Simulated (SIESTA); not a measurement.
Band structure of MoW (Cmmm, 2 atoms in the cell).

```yaml
crystal:
  lattice:
    - [1.56191, -2.20972, 0.00000]
    - [1.56191, 2.20972, 0.00000]
    - [0.00000, 0.00000, 4.43724]
  atoms:
    - { symbol: Mo, position: [0.00000, 0.00000, 0.00000] }
    - { symbol: W, position: [0.50000, 0.50000, 0.50000] }
```

Level of theory: LDA PW92, numerical atomic orbitals DZP, PseudoDojo LDA standard norm-conserving potentials (rewritten from UPF to PSML) in SIESTA.

Settings: XC.functional = LDA; XC.authors = PW92; potentials = PseudoDojo LDA standard; PAO.BasisSize = DZP; PAO.EnergyShift = 0.01 Ry; MeshCutoff = 400 Ry; kgrid.MonkhorstPack = 10 10 6; OccupationFunction = FD; ElectronicTemperature = 1578.21 K; MaxSCFIterations = 150; SCF.Mixer.Method = Pulay; SCF.Mixer.Weight = 0.25; SCF.Mixer.History = 6; SCF.DM.Tolerance = 1.0E-04.

The starting cell comes from a database of computed structures (which also holds hypothetical and non-ambient phases and stackings), without a prior relaxation at this level. Its lattice was rescaled by a random factor within 2.5 % of one. Spin-orbit coupling is off. Spin polarisation is off. Values carry the incompleteness of an atom-centred basis.

Levels in eV from the Fermi level, bands 11 to 16:
| point | 11 | 12 | 13 | 14 | 15 | 16 |
|---|---|---|---|---|---|---|
| Γ | -3.73 | -1.49 | -1.49 | -1.42 | 1.34 | 1.55 |
| X | -4.64 | -3.67 | -0.78 | 1.84 | 1.85 | 2.21 |
| S | -3.30 | -3.26 | -2.11 | -1.94 | 1.17 | 1.89 |
| R | -3.78 | -3.70 | 1.18 | 1.57 | 1.58 | 1.93 |
| A | -3.42 | -3.39 | -3.36 | -3.11 | 2.40 | 2.43 |
| Z | -2.75 | -2.71 | -1.89 | -1.77 | 0.98 | 1.01 |
| Y | -5.85 | -3.69 | 1.38 | 1.78 | 2.59 | 4.32 |
| X1 | -4.64 | -3.67 | -0.78 | 1.84 | 1.85 | 2.21 |
| A1 | -3.42 | -3.39 | -3.36 | -3.11 | 2.40 | 2.43 |
| T | -3.72 | -3.68 | -0.93 | -0.60 | 0.15 | 0.33 |

Bands cross the Fermi level along this path, so the cell is metallic at this level.

Higher empty bands are left out: an atom-centred basis made for the valence describes them poorly.
